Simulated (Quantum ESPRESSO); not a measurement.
**Short convergence ladders for ZnSe (F-43m, 2 atoms in the cell)**

```
CELL_PARAMETERS angstrom
      0.00000     2.82083     2.82083
      2.82083     0.00000     2.82083
      2.82083     2.82083     0.00000
ATOMIC_POSITIONS crystal
  Zn 0.00000 0.00000 0.00000
  Se 0.25000 0.25000 0.25000
```

Base method: LDA (PZ), GBRV 1.5 ultrasoft (LDA) pseudopotentials (plane waves; Quantum ESPRESSO 7.5).

Base settings: ecutwfc = 50 Ry; ecutrho = 250 Ry; occupations = smearing; smearing = fd; degauss = 0.000734986 Ry; potentials = {Zn: zn_lda_v1.uspp.F.UPF, Se: se_lda_v1.uspp.F.UPF}; K_POINTS = automatic 8 8 8 0 0 0; conv_thr = 1e-10 Ry; mixing_beta = 0.7.

Core times come from one kind of shared machine, to one figure; runs under 30 s give none.

**Zone-centre phonons against the cutoff**

In this ladder: occupations = fixed; smearing = default; degauss = default; nbnd = 19; ph.x.tr2_ph = 1e-14; ph.x.fildyn = dyn.G; ph.x.epsil = true; dynmat.x.fildyn = dyn.G; dynmat.x.asr = crystal. Moved along: ecutrho.

The mesh stays at the base's, so the ladder's end is converged at best in this setting alone.

Frequencies are those of the unrelaxed cell, without the LO-TO term of polar crystals.

Only quantities that move along the ladder and can be compared are tabulated.

| ecutwfc | highest zone-centre frequency (cm⁻¹) | largest Born charge (mean of the diagonal) (e) | mean ε∞ | core time / last (rough) |
|---|---|---|---|---|
| 25 Ry | 206.5 | 3.144 | 8.370 | 0.4 |
| 35 Ry | 204.6 | 2.155 | 8.852 | 0.6 |
| 42 Ry | 204.1 | 2.077 | 8.871 | 0.9 |
| 50 Ry | 205.6 | 2.083 | 8.865 | 1 |
| 60 Ry | 206.5 | 2.078 | 8.864 | 1 |

Coarsest ecutwfc that holds the largest Born charge (mean of the diagonal) within 0.05 e of the last step, with all finer ones: 42 Ry; the step before is off by 0.077 e.

Coarsest ecutwfc that holds the mean ε∞ within 0.02 of the last step, with all finer ones: 35 Ry; the step before is off by 0.49.

Coarsest ecutwfc that holds the highest zone-centre frequency within 1 cm⁻¹: not settled: the last two steps still differ by 0.9 cm⁻¹, over half the tolerance, so the ladder does not show it.

**The dielectric constant against the mesh**

In this ladder: occupations = fixed; smearing = default; degauss = default; nbnd = 19; ph.x.tr2_ph = 1e-14; ph.x.trans = false; ph.x.epsil = true; ph.x.zeu = true.

Only quantities that move along the ladder and can be compared are tabulated.

```tsv
K_POINTS	largest Born charge (mean of the diagonal) (e)	mean ε∞
automatic 3 3 3 0 0 0	3.888	42.227
automatic 4 4 4 0 0 0	2.771	20.907
automatic 5 5 5 0 0 0	2.366	14.000
automatic 10 10 10 0 0 0	2.053	8.167
```

Coarsest K_POINTS that holds the largest Born charge (mean of the diagonal) within 0.05 e: not settled: the last two steps still differ by 0.31 e, over half the tolerance, so the ladder does not show it.

Coarsest K_POINTS that holds the mean ε∞ within 0.5 : not settled: the last two steps still differ by 5.8 , over half the tolerance, so the ladder does not show it.

The dielectric constant is not shown to be converged to 2 % within this ladder.

On the base run: the starting cell has typed, rounded lattice constants, without a prior relaxation at this level. Its lattice was rescaled by up to half a per cent.
